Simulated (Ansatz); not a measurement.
Output of an Ansatz run (abridged):

```
WARN ansatz: RAYON_NUM_THREADS=1 ignored (pool sized by the plan → 1); use --threads N
Pseudopotentials: kind: paw
Pseudopotential: Y, paw, valence charge 11
Pseudopotential: Al, paw, valence charge 3
Crystal: 2 atoms, lattice volume = 46.613 Å³
Basis set: ecut = 420 eV, 925 PW (Γ)
Bands: 11, of which v1, the nominal top of the filled ones, is band 7 counted from 1 (6 counted from 0)
Symmetry: 48 space group operations
Space group: Pm-3m (ITA 221), of the structure as read, at distance tolerance 3.6e-5 Å
k-points: 20 of 343
PAW frozen core: Y, regenerated for the run's functional, and the local potential with it
PAW frozen core: Al, regenerated for the run's functional, and the local potential with it
Initial density: superposition of atomic densities (neutral atoms: chi_scale 0, normalization atom), corrected by the library's trained network
Initial wavefunctions: pseudopotential atomic-orbital guess
Eigensolver: davidson
Functional: x = slater, c = lda
SCF iter   1: F=—  HF=-4259.300380 eV  |F-HF|=—  |Δ(HF+E_count)|=         —  Δρ=4.97e-3  dr2=1.15e-2  ethr=1.77e-3  ⟨swp⟩=5.2  Hψ=1272  notcnv=0
all-band conjugate gradients solve this SCF's bands
preconditioner: auto → none
SCF iter   2: F=—  HF=-4259.297706 eV  |F-HF|=—  |Δ(HF+E_count)|=   2.67e-3  S|Δr|=    0.00e0  Δρ=2.80e-3  dr2=4.13e-3  ethr=8.22e-5  ⟨swp⟩=1.0  Hψ=380  notcnv=0
SCF iter   3: F=—  HF=-4259.296674 eV  |F-HF|=—  |Δ(HF+E_count)|=   1.03e-3  S|Δr|=    0.00e0  Δρ=3.72e-4  dr2=7.49e-5  ethr=2.95e-5  ⟨swp⟩=3.0  Hψ=379  notcnv=0
SCF iter   4: F=—  HF=-4259.296664 eV  |F-HF|=—  |Δ(HF+E_count)|=   9.48e-6  S|Δr|=    0.00e0  Δρ=1.85e-4  dr2=3.64e-5  ethr=5.35e-7  ⟨swp⟩=2.0  Hψ=355  notcnv=0
SCF iter   5: F=—  HF=-4259.296653 eV  |F-HF|=—  |Δ(HF+E_count)|=   1.14e-5  S|Δr|=    0.00e0  Δρ=7.60e-5  dr2=5.38e-6  ethr=2.60e-7  ⟨swp⟩=2.2  Hψ=266  notcnv=0
SCF iter   6: F=—  HF=-4259.296651 eV  |F-HF|=—  |Δ(HF+E_count)|=   1.92e-6  S|Δr|=    0.00e0  Δρ=1.22e-5  dr2=1.47e-7  ethr=3.84e-8  ⟨swp⟩=2.8  Hψ=345  notcnv=0
SCF iter   7: F=-4259.296651 eV  HF=-4259.296651 eV  |F-HF|=1.45e-9  |Δ(HF+E_count)|=   5.11e-8  S|Δr|=    0.00e0  Δρ=1.41e-6  dr2=1.65e-9  ethr=7.14e-10  ⟨swp⟩=4.9  Hψ=867  notcnv=0
SCF 1 converged in 7 iterations: F = -4259.296651 eV  dr2 = 1.65e-9
SCF converged after 7 iterations
Stability not checked (fill_not_monotonic)
Free energy (F): -4259.296651 eV
Harris-Foulkes:  -4259.296651 eV  (|F-HF|=1.45e-9)
Internal energy: -4259.295814 eV  (E = F + TS)
E sigma→0 (E₀):  -4259.296372 eV
Entropy (-TS):   -0.000837 eV (-0.419 meV/atom)
Fermi energy:    9.267713 eV
--- Per-component energies (eV) ---
  E_band       = -107.581681
  E_kinetic    = 328.005505
  E_local      = -648.529800  (includes V_loc(G=0)·N_el)
  E_nonlocal   = 65.153878
  E_hartree    = 217.986502
  E_xc         = -210.798836
  E_vxc        = -227.522786  (∫ρ·V_xc dr)
  E_paw        = -3167.706069  (= ΣΔE_a)
  E_vpaw       = -60.660453  (= ΣTr[D̂ρ^β])
  E_aug_tail   = -0.000002  (compensation charges beyond the density's cutoff)
  E_ewald      = -843.792294
  E_core_change = 0.385302  (= ΣΔE_core)
  E_smearing   = -0.000837  (= −TS)
  E_closure    = 0.000000  (closes the sum)
  Σ components = -4259.296651   (vs F -4259.296651, Δ=0.00e0)
--- Forces (eV/Å), atoms counted from 1 ---
  atom   1  Y     -0.00000000     0.00000000     0.00000000
  atom   2  Al     0.00000000    -0.00000000     0.00000000
  max |Σ_I F_I| component: 7.73e-29 eV/Å
--- Stress (GPa, compression-positive) ---
       -3.585993      -0.000000      -0.000000
       -0.000000      -3.585993       0.000000
       -0.000000       0.000000      -3.585993
  P = ⅓ Tr σ = -3.5860 GPa (-35.860 kbar)
  The stress holds the Pulay correction. Without it, at fixed plane waves, as pw.x and ABINIT print it: P = -3.6079 GPa
--- Band table (eV; the first three rows and the last of 20) ---
  k-point 0: bands = ["-33.2007", "-13.1420", "-13.1420", "-13.1420", "1.5543", "8.5027", "8.5027", "12.4171", "12.4171", "12.4171", "13.0041"]
  k-point 1: bands = ["-33.1964", "-13.2076", "-13.1362", "-13.1362", "1.8379", "8.2750", "8.6524", "11.4780", "11.4780", "12.0364", "13.0793"]
  k-point 2: bands = ["-33.1868", "-13.3515", "-13.1229", "-13.1229", "2.6354", "7.1571", "9.0454", "10.5709", "10.5709", "12.5519", "13.2598"]
  k-point 19: bands = ["-33.1376", "-13.3715", "-13.3689", "-13.3689", "5.8459", "6.7700", "6.7700", "8.6677", "12.0088", "12.3274", "12.3274"]
```

The structure:

```xyz
2
Lattice="3.5989 0.0000 0.0000 0.0000 3.5989 0.0000 0.0000 0.0000 3.5989" Properties=species:S:1:pos:R:3 pbc="T T T"
Y      1.7994     1.7994     1.7994
Al     0.0000     0.0000     0.0000
```

Q: Write an input that gives this output.

A: Other spellings and defaults could give the same log, and not every line can be read from it. The input that was run (DFT, LDA (PW92), plane waves, default PAW files made with PBE):

Ansatz 0.2 input:
```yaml
crystal:
  lattice:
    - [3.598890, 0.000000, 0.000000]
    - [0.000000, 3.598890, 0.000000]
    - [0.000000, 0.000000, 3.598890]
  atoms:
    - { symbol: Y, position_ang: [1.799445, 1.799445, 1.799445] }
    - { symbol: Al, position_ang: [0.000000, 0.000000, 0.000000] }
basis:
  ecutwfc: 420.0 eV
kpoints:
  mp_grid: { grid: [7, 7, 7] }
hamiltonian:
  xc: lda
  pseudopotentials: { kind: paw }
scf:
  occupations: { method: cold, width: 0.05 eV }
output:
  forces: true
  eigenvalues: true
  stress: true
```

The starting cell comes from a database of computed structures (which also holds hypothetical and non-ambient phases and stackings), without a prior relaxation at this level. With a pressure of about -4 GPa the cell is away from its equilibrium volume at this level. Ansatz's pressure includes its estimate of the finite-basis (Pulay) stress.

Ansatz is an electronic-structure program.
